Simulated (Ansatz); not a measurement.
A relaxation of cell and atoms of ZrV2Ga4 (I4/mmm, 7 atoms in the cell) with Ansatz (an electronic-structure program).

Method of the run: PBEsol, default PAW files made with PBE (plane waves; Ansatz).

The change in words: atoms on their sites; basis.ecutwfc: 420 eV → 355 eV; relax: default → cell and atoms. Reference geometry:
```
CELL_PARAMETERS angstrom
     -3.20125     3.20125     2.56844
      3.20125    -3.20125     2.56844
      3.20125     3.20125    -2.56844
ATOMIC_POSITIONS crystal
  Zr 0.00973 0.00973 0.00000
  V  0.75000 0.25000 0.50000
  V  0.25000 0.75000 0.50000
  Ga 0.30306 0.30306 0.60612
  Ga 0.69694 0.69694 0.39388
  Ga 0.30306 0.69694 0.00000
  Ga 0.69694 0.30306 0.00000
```

Reference input (self-consistent single point, DFT, PBEsol, plane waves, default PAW files made with PBE): basis.ecutwfc = 420 eV; kpoints.mp_grid.grid = 4 4 4; hamiltonian.xc = pbesol; hamiltonian.pseudopotentials = {kind: paw} (the program's default PAW files); scf.occupations.method = fermi_dirac; scf.occupations.width = 0.1 eV. This run's input differs from it in these lines:

Ansatz 0.2 input:
```diff
@@ -7,3 +7,3 @@
   atoms:
-    - { symbol: Zr, position: [0.00973400, 0.00973400, 0.00000000] }
+    - { symbol: Zr, position: [0.00000000, 0.00000000, 0.00000000] }
     - { symbol: V, position: [0.75000000, 0.25000000, 0.50000000] }
@@ -15,3 +15,3 @@
 basis:
-  ecutwfc: 420.0
+  ecutwfc: 355.0
 kpoints:
@@ -23,2 +23,4 @@
   occupations: { method: fermi_dirac, width: 0.1 }
+relax:
+  cell: {}
 output:
```

Output, abridged:

```
   [... SCF lines of the steps left out ...]
relax step   1: F+E_penalty+E_count = -24875.21910609 eV  Δ(F+E_penalty+E_count) = +0.000e0 eV  max|allowed force component| = 3.325e-2 eV/Å  Δτ_max = 0.0000 Å  P = -0.348 GPa  Ω = 105.285 Å³  (7 SCF iters, dr2 threshold 1.00e-7 eV, accepted)
relax step   2: F+E_penalty+E_count = -24875.22171772 eV  Δ(F+E_penalty+E_count) = -2.612e-3 eV  max|allowed force component| = 1.166e-3 eV/Å  Δτ_max = 0.0031 Å  P = +0.189 GPa  Ω = 104.932 Å³  energy of the carried Pulay correction = +2.039e-3 eV  [...]
relax step   3: F+E_penalty+E_count = -24875.22112871 eV  Δ(F+E_penalty+E_count) = +5.890e-4 eV  max|allowed force component| = 1.240e-3 eV/Å  Δτ_max = 0.0001 Å  P = +0.013 GPa  Ω = 105.048 Å³  energy of the carried Pulay correction = +1.369e-3 eV  [...]
relax step   4: F+E_penalty+E_count = -24875.21919552 eV  Δ(F+E_penalty+E_count) = +1.933e-3 eV  max|allowed force component| = 1.447e-3 eV/Å  Δτ_max = 0.0000 Å  P = -0.010 GPa  Ω = 105.048 Å³  stress off target by 4.66e-2 GPa  SCF on the basis [...]
basis re-selected at this cell: Δ(F+E_penalty+E_count) = +1.933e-3 eV, ΔP = -0.022 GPa vs the last step
the relaxation is at rest under the 16 symmetry operations that the run kept from its start: a minimum is not shown …
Free energy (F): -24875.219196 eV
Internal energy: -24875.112825 eV  (E = F + TS)
E sigma→0 (E₀):  -24875.166010 eV
Entropy (-TS):   -0.106370 eV (-15.196 meV/atom)
Fermi energy:    14.686091 eV
--- Forces (eV/Å), atoms counted from 1 ---
  atom   1  Zr     0.00000000     0.00000000    -0.00000000
   [... lines left out ...]
  cell:  # Å, volume = 105.0479 Å³
   [... lines left out ...]
    - { symbol: V, position: [0.24999999999999997, 0.7500000000000001, 0.5000000000000001] }
    - { symbol: Ga, position: [0.3027146059915994, 0.3027146059915994, 0.6054292119831988] }
    - { symbol: Ga, position: [0.6972853940084007, 0.6972853940084007, 0.39457078801680134] }
    - { symbol: Ga, position: [0.3027146059915993, 0.6972853940084007, 0.0] }
    - { symbol: Ga, position: [0.6972853940084007, 0.3027146059915993, 0.0] }
```

The run converged.  The full log also holds: “iter 5 did not close the SCF: its close was put off for the readings that it lacked (scf_convergence_deferred on its scf_iter line)”. The full log also holds: “iter 4 did not close the SCF: its close was put off for the readings that it lacked (scf_convergence_deferred on its scf_iter line)”.

Summary of the result:
- Free energy E − TS (on the zero of these files): -24875.2192 eV
- Fermi level (on the code's own zero): 14.69 eV
- Pressure: -0.01 GPa
- Largest force (vector length): 0.002 eV/Å
- Final cell: a = 5.2018 Å, b = 5.2018 Å, c = 5.2018 Å, α = 104.06°, β = 104.06°, γ = 120.93°
- Final volume per atom: 15.01 Å³
- Relaxation steps: 4

The starting cell comes from a database of computed structures (which also holds hypothetical and non-ambient phases and stackings), without a prior relaxation at this level. Its lattice was rescaled by up to half a per cent. Spin polarisation is off. The relaxation keeps the symmetry of its start, so its end need not be a minimum. Ansatz's pressure includes its estimate of the finite-basis (Pulay) stress. Without the estimate this run gives -0.95 GPa. The cutoff lies below the one recommended for these files.
